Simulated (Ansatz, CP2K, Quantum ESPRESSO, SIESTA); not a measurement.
**Code comparison for Ba₂N (R-3m, 3 atoms in the cell)**

Self-consistent single point.

```yaml
crystal:
  lattice:
    - [2.05983, 1.18924, 7.81543]
    - [-2.05983, 1.18924, 7.81543]
    - [0.00000, -2.37848, 7.81543]
  atoms:
    - { symbol: Ba, position: [0.73193, 0.73193, 0.73193] }
    - { symbol: Ba, position: [0.26807, 0.26807, 0.26807] }
    - { symbol: N, position: [0.00000, 0.00000, 0.00000] }
```

Shared settings, as Ansatz (an electronic-structure program) writes them: kpoints.mp_grid.grid = 8 8 8; scf.occupations.method = fermi_dirac; scf.occupations.width = 0.0037 Ry. Potentials and cutoffs stand in the table.

```tsv
code	model	pressure (GPa)	largest force (eV/Å)	cutoff
Ansatz	PBEsol, PAW files made with PBE	-3.44	0.568	default
SIESTA	GGA PBEsol, numerical atomic orbitals DZP, PseudoDojo PBEsol standard norm-conserving potentials (rewritten from UPF to PSML)	3.55	0.705	grid 350 Ry
CP2K	PBEsol, GPW, DZVP-MOLOPT-SR-GTH basis, GTH-PBE potentials (GTH_POTENTIALS)	-2.18	0.290	grid 500 Ry
Quantum ESPRESSO	PBEsol, GBRV 1.5 ultrasoft (PBESOL) pseudopotentials	-3.15	0.507	40 Ry
```

The spread over the programs that give each value: pressure within 6.99 GPa; largest force within 0.415 eV/Å.

SIESTA and CP2K use small atom-centred bases, whose incompleteness enters pressures, forces and empty levels differently from a plane-wave cutoff. Ansatz's pressure is given at a fixed set of plane waves, as the other plane-wave codes print theirs; with its correction for the finite basis it is -3.37 GPa. In the pressure, SIESTA (by 6.85) and CP2K (by 1.11) lie more than 1 GPa from the median of the plane-wave programs. In the force vectors, SIESTA (by 1.242) and CP2K (by 0.247) lie more than 0.08 eV/Å from the median of the plane-wave programs.

The starting cell comes from a database of computed structures (which also holds hypothetical and non-ambient phases and stackings), without a prior relaxation at this level. Its lattice was rescaled by a random factor within 2.5 % of one.

Left out of this page: ABINIT (with a known weakness of the program); Elk (not drawn, or without a comparable value).

Keys are those of Ansatz 0.2.
